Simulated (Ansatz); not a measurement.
**GaAs (model structure, started from the CsCl type, Pm-3m, No. 221, 2 atoms in the cell)**

These are PBEsol (PAW; Ansatz, a first-principles code) values and carry that method's errors.

Run with plane-wave cutoff 500 eV, 12×12×12 k mesh, Fermi–Dirac smearing 0.05 eV, scalar-relativistic PAW data made under PBE.

Cell (relaxed at this level):

GaAs has the cubic space group Pm-3m (No. 221), the CsCl type structure, Pearson symbol cP2. Lattice parameters: a = 3.311 Å, b = 3.311 Å, c = 3.311 Å, α = 90.00°, β = 90.00°, γ = 90.00°. Ga on 1a sees 8 As at 2.868 Å (cubic). As on 1b is coordinated by 8 Ga at 2.868 Å (cubic). (Neighbours: up to the widest gap in distance over summed covalent radii, below 1.35, at either atom; cation-cation and far metal-metal contacts left out.)

| Item | Value |
|---|---|
| band gap | none |

Note: the relaxation could raise the start's symmetry but not lower it, so the cell can be a saddle point.

Spin–orbit coupling is not included.

Static lattice: no zero-point or thermal effects.

The result took around 26 core-seconds (rough).

A model structure was made by putting elements into a prototype or built by hand; it is no filed structure, need not be a known phase, and can be a saddle point held by its symmetry.
